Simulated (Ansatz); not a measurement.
Structure of amorphous germanium selenide (Ge₁₂Se₄₈) (periodic cell):

```xyz
60
Lattice="11.8116 0.0000 0.0000 0.0000 11.8116 0.0000 0.0000 0.0000 11.8116" Properties=species:S:1:pos:R:3 pbc="T T T"
Ge     3.2671     4.5463     8.6934
Ge     5.9948     2.1395     7.2579
Ge     4.8882     1.9023     2.4952
Ge     3.4582     8.0948     8.5597
Ge     7.7871     7.4185     2.9780
Ge    11.7275     9.5309     6.3212
Ge     0.0564     1.9114     7.7005
Ge     0.3474     3.4658     2.2263
Ge     3.7068     9.4344     3.1083
Ge     8.1193     4.4954     8.5233
Ge     7.8544     0.3989     1.5030
Ge     8.1443     7.4900     9.8049
Se    10.7077     2.5838     3.9902
Se     6.0027    10.5411     8.5613
Se     4.5293     0.3344     0.6943
Se     2.7598     3.3233    11.7298
Se     3.8817     4.1191     2.1806
Se     9.6778     1.4233     8.9417
Se    10.9439     7.2192     3.4895
Se    11.1954     5.0728     0.7086
Se     3.9832     7.6155    10.8412
Se     1.3046     6.3860     0.1895
Se     8.7523     8.2612     0.9925
Se     2.0682     4.3343     3.6974
Se     7.2347     9.3763     4.2748
Se     4.4824     3.9457     6.7128
Se     0.4175     8.5257     1.0191
Se     7.1619     2.5441     2.5445
Se     7.1944     9.5810    10.5316
Se     3.8982     1.0653     4.5190
Se     3.3178     9.6556     5.5576
Se    10.5716     4.9162     9.0420
Se     4.9415     8.1439     6.6260
Se     2.8718    10.4317     8.7490
Se     0.5659     7.3980     5.3166
Se     0.5360    10.8133     4.3279
Se     9.1166    11.7734     6.0910
Se     0.4914    10.2300     8.5550
Se     1.8480     6.3626     7.9770
Se    10.0913     1.2864     0.8950
Se    10.5457     0.0682    10.7234
Se     4.8027     5.3894    10.4763
Se     9.3927     9.6092     6.9647
Se     8.9533    10.9349     3.6678
Se     7.1989     6.5804     7.8038
Se     2.2053    10.0490     1.2337
Se     0.8297     1.3026     4.7176
Se     7.8906     5.8867    11.6333
Se     5.7321     6.3855     3.6422
Se     2.0444     2.5563     9.3381
Se     1.4705     1.6783     1.0766
Se     5.6923    10.5566     2.1795
Se     9.0781     5.7683     4.1323
Se     5.9276     0.4383     5.5483
Se     8.1427     3.0895     6.6242
Se    10.5480     7.3755     9.2258
Se     5.8544     1.0289     9.4088
Se    11.2146     4.2335     6.8129
Se     7.2635     3.6127    10.5278
Se     3.9303     7.1811     2.3427
```

Method: PBE, scalar-relativistic without spin-orbit coupling, PAW (Ansatz default set, large-core Se) (plane waves to 420 eV; Ansatz, a first-principles code).

A CHGNet melt-quench gave the starting glass, which DFT then relaxed. It is a model cell: composition and starting density were chosen by hand, and all elements were melted together. No dispersion term was used. Its density started from a set value of 4.70 and ended at 4.70 g/cm³. The quench (nominally 74 K/ps over its main leg) was far faster than any real one, so the model tends to hold more defects than a real film. A cell of this size samples the disorder only roughly. The volume was held where the preparation left it, at a PBE pressure of 1.8 GPa. Stress components on the final sampling reach 2.7 GPa. The cell is metastable: after charging and discharging, a neutral geometry 0.18 eV lower was met.

Neighbours within Ge-Ge 2.85 Å, Ge-Se 2.92 Å, Se-Se 2.74 Å count as bonded.

Question: Give the coordination numbers, mean bond lengths and angles.

Answer: 
| Quantity | Result |
|---|---|
| Mean coordination of Ge | 3.92 (1 with 3, 11 with 4) |
| Mean coordination of Se | 2.10 (1 with 1, 41 with 2, 6 with 3) |
| Mean Se-Se bond | 2.436 Å (spread 0.084 Å, 27 counted) |
| Mean Ge-Se bond | 2.451 Å (spread 0.089 Å, 47 counted) |
| Bond angle at Ge | mean 108.7°, spread 12.6° |
| Bond angle at Se | mean 102.0°, spread 16.9° |

Question: Which atoms depart from the most common coordination of their element?

Answer: Ge7 has 3 (Se18 2.56 Å, Se58 2.57 Å, Se50 2.66 Å); Se16 has 3 (Se51 2.39 Å, Se50 2.61 Å, Se17 2.65 Å); Se17 has 3 (Se24 2.37 Å, Ge3 2.45 Å, Se16 2.65 Å); Se23 has 1 (Ge5 2.36 Å; Se48 at 2.78 Å just beyond); Se32 has 3 (Se58 2.42 Å, Se56 2.47 Å, Ge10 2.54 Å); Se44 has 3 (Se25 2.40 Å, Se37 2.57 Å, Ge11 2.74 Å); Se50 has 3 (Ge1 2.42 Å, Se16 2.61 Å, Ge7 2.66 Å); Se52 has 3 (Ge9 2.46 Å, Se15 2.47 Å, Ge11 2.80 Å; Se25 at 2.86 Å just beyond).
